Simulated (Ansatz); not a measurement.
The parent structure is TiSi$_{2}$ (space group Cmcm, No. 63; a = 3.515 Å, b = 13.349 Å, c = 3.557 Å).

Structures relaxed with Kohn–Sham DFT with the PBEsol functional, run in Ansatz (a first-principles code) with PAW and 420 eV plane waves, scalar-relativistic without spin-orbit coupling, earlier PAW set.

Base:

Simulated powder pattern, Cu Kα1, λ = 1.54056 Å (kinematic, ideal powder, no thermal factors, no anomalous dispersion; the 8 strongest lines at most, above 2 %, up to 2θ = 90°):

```csv
2θ (°),I/Imax (%),hkl
28.41,9.9,(021)
32.43,8.9,(130)
40.51,19,(060)
41.39,100,(131)
48.20,9.2,(061)
51.33,14,(002)
51.99,14,(200)
76.08,8.4,(202)
```

One thing is altered: cell and atoms relaxed at a pressure of 7.5 GPa.

After the change:

Simulated powder pattern, Cu Kα1, λ = 1.54056 Å (kinematic, ideal powder, no thermal factors, no anomalous dispersion; the 8 strongest lines at most, above 2 %, up to 2θ = 90°):

```
2θ (°)  I/Imax (%)    hkl
------  ----------  -----
28.84          9.5  (021)
33.02          8.0  (130)
41.53           19  (060)
42.06          100  (131)
49.26          8.3  (061)
51.99           14  (002)
52.75           14  (200)
77.23          8.4  (202)
```

The indices refer to the base's conventional cell; one index is shown for lines that coincide.

Load acts through the strain it causes; cell and atoms are relaxed under it. No phonon test of stability was made. Competing high-pressure phases were not computed. All final runs are without spin polarisation.
